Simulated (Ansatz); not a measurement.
# A computed series for Mo: response to strain

The reference is Mo in the bcc (W type) structure (space group Im-3m, No. 229; relaxed with 0.1 eV smearing).

```
Mo
1.0
   -1.56498     1.56498     1.56498
    1.56498    -1.56498     1.56498
    1.56498     1.56498    -1.56498
Mo
1
Cartesian
  0.00000   0.00000   0.00000
```

Strains are applied to the cell and any free atomic positions relax.

Calculations: plane-wave PAW DFT at the PBEsol level (Ansatz, an electronic-structure program, 420 eV), without spin-orbit coupling.

Candidates:
(a) isotropic strain +0.50 %
(b) isotropic strain +1.50 %
(c) isotropic strain −3.00 %
(d) isotropic strain +3.00 %

Notes on the quantities. energy relative to the base: free energy F.

Order them by energy relative to the base, lowest first.

(a) isotropic strain +0.50 % (+3.0 meV/atom), (b) isotropic strain +1.50 % (+26 meV/atom), (d) isotropic strain +3.00 % (+99 meV/atom), (c) isotropic strain −3.00 % (+119 meV/atom)

Whether these cells are dynamically stable was not tested. All final runs are without spin polarisation.
